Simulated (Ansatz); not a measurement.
Data:

```yaml
crystal:
  lattice:
    - [6.03243, 0.00000, 0.00000]
    - [0.00000, 6.03243, 0.00000]
    - [0.00000, 0.00000, 3.63610]
  atoms:
    - { symbol: Hf, position: [0.00000, 0.00000, 0.00000] }
    - { symbol: Hf, position: [0.50000, 0.50000, 0.50000] }
    - { symbol: S, position: [0.30077, 0.30077, 0.00000] }
    - { symbol: S, position: [0.80077, 0.19923, 0.50000] }
    - { symbol: S, position: [0.19923, 0.80077, 0.50000] }
    - { symbol: S, position: [0.69923, 0.69923, 0.00000] }
```

No spin polarisation.

All numbers come from PBEsol, PAW, 420 eV (Ansatz, a first-principles code; without spin-orbit coupling), earlier PAW set. k-mesh 6×6×9 (Γ-centred); smearing 0.05 eV (Fermi–Dirac).

Task: Predict the space group, gap character and smallest direct gap.

Result: The space group is P4_2/mnm (No. 136), the gap character is indirect, M–Γ (89 % along) → Γ and the smallest direct gap is 0.28 eV.

Spin-orbit coupling, missing from the scalar runs, can matter with Hf. Load acts through the strain it causes; cell and atoms are relaxed under it. Stability under load was not tested beyond the relaxation. The cell was made from HfS₂ in the rutile structure (space group P4_2/mnm, No. 136; a hypothetical phase, not in the database extracts checked) by this change: uniaxial stress, 0.5 GPa compression along z. The zero or small gap of HfS2 can change with the level of theory.
